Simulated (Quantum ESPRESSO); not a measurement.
Troubleshooting Quantum ESPRESSO: a failed run on MoWO6 (Cm, 8 atoms in the cell). The aim is a self-consistent single point with DFT, LDA (PZ), plane waves, GBRV 1.5 ultrasoft (LDA) pseudopotentials.

This input was run:

```fortran
&CONTROL
 calculation = 'scf'
 prefix = 'MoWO6'
 outdir = './work'
 pseudo_dir = './'
 tprnfor = .true.
 tstress = .true.
/
&SYSTEM
 ibrav = 0
 nat = 8
 ntyp = 3
 ecutwfc = 40
 ecutrho = 320
 occupations = 'smearing'
 smearing = 'gauss'
 degauss = 0.0036749
&ELECTRONS
 conv_thr = 1.0d-10
 mixing_beta = 0.5
/
ATOMIC_SPECIES
Mo    95.9500  mo_lda_v1.uspp.F.UPF
W    183.8400  w_lda_v1.2.uspp.F.UPF
O     15.9990  o_lda_v1.2.uspp.F.UPF
CELL_PARAMETERS {angstrom}
   4.789883000    -2.782388000     0.000000000
   4.789883000     2.782388000     0.000000000
  -3.262036000     0.000000000     4.563142000
ATOMIC_POSITIONS {crystal}
Mo    0.510480000    0.510480000    0.496460000
W     0.010560000    0.010560000    0.995350000
O     0.255010000    0.745830000    0.198100000
O     0.745830000    0.255010000    0.198100000
O     0.747190000    0.249550000    0.699440000
O     0.249550000    0.747190000    0.699440000
O     0.251040000    0.251040000    0.192390000
O     0.749240000    0.749240000    0.695860000
K_POINTS {automatic}
4 4 4  1 1 1
```

Log, with long lists cut:

```
     This program is part of the open-source Quantum ESPRESSO suite
     for quantum simulation of materials; please cite

 %%%%%%%%%%%%%%%%%%%%%%%%%%%%%%%%%%%%%%%%%%%%%%%%%%%%%%%%%%%%%%%%%%%%%%%%%%%%%%
     Error in routine  read_namelists (1):
      bad line in namelist &system: "&ELECTRONS" (error could be in the previous line)
 %%%%%%%%%%%%%%%%%%%%%%%%%%%%%%%%%%%%%%%%%%%%%%%%%%%%%%%%%%%%%%%%%%%%%%%%%%%%%%

     stopping ...
```

From the messages shown, name the fault and mend the input.

The fault is a namelist without its closing slash. The reader runs on into the next namelist. To fix it, close the namelist. The program stopped before any SCF iteration.

The sound input it was made from differs as follows (other fixes are possible):
```diff
+/
```

With that input, the run converged in 17 iterations: free energy E − TS -6703.4895 eV; top of the valence band (on the code's own zero) 4.18 eV; gap on the k-point mesh 1.32 eV; pressure -20.56 GPa; largest force (vector length) 1.668 eV/Å (DFT, LDA (PZ), plane waves, GBRV 1.5 ultrasoft (LDA) pseudopotentials).

On the sound input: the starting cell comes from a database of computed structures (which also holds hypothetical and non-ambient phases and stackings), without a prior relaxation at this level. Its lattice was rescaled by a random factor within 2.5 % of one. Spin-orbit coupling is off. With a pressure of about -21 GPa the cell is away from its equilibrium volume at this level. Forces in this geometry exceed 1 eV/Å. The shifted mesh does not hold Γ, so a gap read on it misses any band edge there.
